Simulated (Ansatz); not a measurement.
## Response to strain in HgTe

Take HgTe in the zinc blende structure (space group F-43m, No. 216; a = 6.5098 Å) as the base.

Strains are applied to the cell and any free atomic positions relax.

Calculations: Kohn–Sham DFT with the PBEsol functional, run in Ansatz (an electronic-structure program) with PAW and 420 eV plane waves, no SOC.

Notes on the quantities. energy relative to the base: free energy F.

```json
[
 {"isotropic strain (%)": "-3", "energy relative to the base (meV/atom)": "41.7"},
 {"isotropic strain (%)": "-2.5", "energy relative to the base (meV/atom)": "28.3"},
 {"isotropic strain (%)": "-1.5", "energy relative to the base (meV/atom)": "9.8"},
 {"isotropic strain (%)": "-1", "energy relative to the base (meV/atom)": "4.3"},
 {"isotropic strain (%)": "0", "energy relative to the base (meV/atom)": "0.0"},
 {"isotropic strain (%)": "0.5", "energy relative to the base (meV/atom)": "1.0"},
 {"isotropic strain (%)": "1", "energy relative to the base (meV/atom)": "3.9"},
 {"isotropic strain (%)": "2", "energy relative to the base (meV/atom)": "?"},
 {"isotropic strain (%)": "2.5", "energy relative to the base (meV/atom)": "23.0"}
]
```

### Question
Fit ΔE = Aε² + Bε³ (ε in %) to the rows shown and predict the withheld row.

### Answer
Least squares on the printed values gives A = 4.11 and B = -0.17 meV/atom (largest residual 0.1 meV/atom); this predicts 15.1 meV/atom, and the run gives 15.0 meV/atom, in agreement.

The mesh was chosen for an insulator and is coarse for the gapless case. Whether these cells are dynamically stable was not tested. All final runs are without spin polarisation.
